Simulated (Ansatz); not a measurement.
# How the c axis length of β-phase GaSe (model structure) moves with the method

No measured value is used here.

Q: Put these levels in order of the c axis length that they give for β-phase GaSe (model structure), smallest first: PBE-D3(BJ) (Ansatz, an electronic-structure program), PBE-D4 (Ansatz), PBE0-D4 (Ansatz), PBEsol (Ansatz), rVV10 (Ansatz).

A: PBE0-D4 (15.740 Å), PBE-D4 (15.816 Å), PBE-D3(BJ) (15.960 Å), rVV10 (16.105 Å), PBEsol (16.376 Å)

K meshes differ between the levels. Ansatz's density-functional and Hartree–Fock values are scalar-relativistic unless marked +SOC, with PAW data made under PBE.

A model structure was made by putting elements into a prototype or built by hand; here it ended with the formula and space group of a phase in our tables.
